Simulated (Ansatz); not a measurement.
Ansatz (an electronic-structure program) run on K3Pd (Pm-3m, 4 atoms in the cell): relaxation of cell and atoms.

Method of the run: PBEsol, default PAW files made with PBE (plane waves; Ansatz).

The change in words: atoms on their sites; basis.ecutwfc: 420 eV → 630 eV; relax: default → cell and atoms. Reference geometry:
```
K3Pd
1.0
    5.41779     0.00000     0.00000
    0.00000     5.41779     0.00000
    0.00000     0.00000     5.41779
K Pd
3 1
Direct
  0.50000   0.50000   0.00923
  0.00000   0.50000   0.50000
  0.50000   0.00000   0.50000
  0.00000   0.00000   0.00000
```

Reference input (self-consistent single point, DFT, PBEsol, plane waves, default PAW files made with PBE): basis.ecutwfc = 420 eV; kpoints.mp_grid.grid = 5 5 5; hamiltonian.xc = pbesol; hamiltonian.pseudopotentials = {kind: paw} (the program's default PAW files); scf.occupations.method = fermi_dirac; scf.occupations.width = 0.1 eV. This run's input differs from it in these lines:

Ansatz 0.2 input:
```diff
@@ -6,3 +6,3 @@
   atoms:
-    - { symbol: K, position_ang: [2.708893, 2.708893, 0.050001] }
+    - { symbol: K, position_ang: [2.708893, 2.708893, 0.000000] }
     - { symbol: K, position_ang: [0.000000, 2.708893, 2.708893] }
@@ -11,3 +11,3 @@
 basis:
-  ecutwfc: 420.0
+  ecutwfc: 630.0
 kpoints:
@@ -19,2 +19,4 @@
   occupations: { method: fermi_dirac, width: 0.1 }
+relax:
+  cell: {}
 output:
```

The program printed (abridged):

```
   [... SCF lines of the steps left out ...]
relax step   1: F+E_penalty+E_count = -11453.59594928 eV  Δ(F+E_penalty+E_count) = +0.000e0 eV  max|allowed force component| = 2.316e-29 eV/Å  Δτ_max = 0.0000 Å  P = -0.614 GPa  Ω = 159.025 Å³  (7 SCF iters, dr2 threshold 1.00e-7 eV, accepted)
relax step   2: F+E_penalty+E_count = -11453.60568104 eV  Δ(F+E_penalty+E_count) = -9.732e-3 eV  max|allowed force component| = 4.700e-30 eV/Å  Δτ_max = 0.0000 Å  P = -0.483 GPa  Ω = 156.195 Å³  energy of the carried Pulay correction = +2.753e-5 eV  [...]
   [... lines left out ...]
relax step   4: F+E_penalty+E_count = -11453.61929757 eV  Δ(F+E_penalty+E_count) = -1.849e-4 eV  max|allowed force component| = 1.446e-29 eV/Å  Δτ_max = 0.0000 Å  P = -0.005 GPa  Ω = 147.698 Å³  energy of the carried Pulay correction = +1.154e-4 eV  [...]
relax step   5: F+E_penalty+E_count = -11453.61918409 eV  Δ(F+E_penalty+E_count) = +1.135e-4 eV  max|allowed force component| = 1.703e-29 eV/Å  Δτ_max = 0.0000 Å  P = -0.006 GPa  Ω = 147.698 Å³  stress off target by 5.58e-3 GPa  SCF on the basis [...]
basis re-selected at this cell: Δ(F+E_penalty+E_count) = +1.135e-4 eV, ΔP = -0.000 GPa vs the last step
the relaxation is at rest under the 48 symmetry operations that the run kept from its start: a minimum is not shown …
Stability not checked: this state was not tested for a lower state beside it, because too few of the mixer's solves of this state at the end of the SCF gave a …
Free energy (F): -11453.619184 eV
Internal energy: -11453.555900 eV  (E = F + TS)
   [... lines left out ...]
Fermi energy:    5.324718 eV
  cell:  # Å, volume = 147.6978 Å³
   [... lines left out ...]
  atoms:
    - { symbol: K, position: [0.49999999999999994, 0.49999999999999994, 1.620039277506587e-37] }
    - { symbol: K, position: [-5.322986196036105e-37, 0.49999999999999994, 0.49999999999999994] }
    - { symbol: K, position: [0.49999999999999994, -3.471512677447623e-38, 0.49999999999999994] }
    - { symbol: Pd, position: [2.6152062601219027e-36, 5.785854523886015e-38, -1.6200392763752544e-37] }
```

The run converged.  The full log also holds: “iter 5 did not close the SCF: its close was put off for the readings that it lacked (scf_convergence_deferred on its scf_iter line)”. The full log also holds: “iter 4 did not close the SCF: its close was put off for the readings that it lacked (scf_convergence_deferred on its scf_iter line)”.

Summary of the result:
```
Item                                                                                                                    Value
-----------------------------------------------  ----------------------------------------------------------------------------
Free energy E − TS (on the zero of these files)                                                                -11453.6192 eV
Fermi level (on the code's own zero)                                                                                  5.32 eV
Pressure                                                                                                            -0.01 GPa
Final cell                                       a = 5.2860 Å, b = 5.2860 Å, c = 5.2860 Å, α = 90.00°, β = 90.00°, γ = 90.00°
Final volume per atom                                                                                                36.92 Å³
Relaxation steps                                                                                                            5
```

The starting cell comes from a database of computed structures (which also holds hypothetical and non-ambient phases and stackings), without a prior relaxation at this level. Its lattice was rescaled by up to half a per cent. Spin polarisation is off. The relaxation keeps the symmetry of its start, so its end need not be a minimum. Ansatz's pressure includes its estimate of the finite-basis (Pulay) stress.
